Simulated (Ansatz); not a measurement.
# Defect calculation: Si on the Ga site (broken-bond start) in wurtzite GaN

Method: PBE, PAW (plane waves to 420 eV; Ansatz, a quantum-chemistry and plane-wave program). A 3×2×2 supercell of 96 sites was used; the energies come from a 2×2×2 shifted sampling of its zone. Sites at the start: the Ga site; started 0.95 Å off site, one bond broken. Charged cells carry a point-charge image correction with potential alignment at far atoms. Dielectric constants: PBE linear response of the host. Host gap at this level: 1.71 eV. These values are not converged in cell size to better than tenths of an eV. Levels are measured in PBE's own, too narrow, gap. Spin–orbit coupling is left out. Each state is the lowest found from its start.

Formation energies E_f are given with the Fermi level at the valence-band maximum. Chemical conditions: Ga-rich (Δμ(Ga) = 0.00 eV, Δμ(Si) = -1.30 eV, bounded by beta Si3N4; only phases computed here count, gases as isolated molecules at 0 K); N-rich (Δμ(Ga) = -0.88 eV, Δμ(Si) = -2.47 eV, bounded by beta Si3N4; only phases computed here count, gases as isolated molecules at 0 K). Reference phases: Ga: alpha gallium, Si: silicon.

| charge | moment (μB) | largest move off a lattice site (Å) | image correction with alignment (eV) | E_f, Ga-rich (eV) | E_f, N-rich (eV) |
|---|---|---|---|---|---|
| +1 | not spin-polarised | 0.17 | 0.13 | -1.28 | -0.98 |
| 0* | quenched | 0.18 | – | – | – |
| −1* | not spin-polarised | 0.18 | – | – | – |

* At this level the carrier isn't localised at the defect: at charge 0 electrons occupy the conduction band; at charge −1 electrons occupy the conduction band. Such a state is shallow or no state of the defect, and this cell gives it no level.

Starting moments that weren't kept: charge 0 began with 1 μB and ended with 0.0.

No other site or start that was run ended lower by more than 0.1 eV.

Flagged in the runs: a doubtful potential alignment, a host whose relaxation on this sampling wasn't shown to rest.
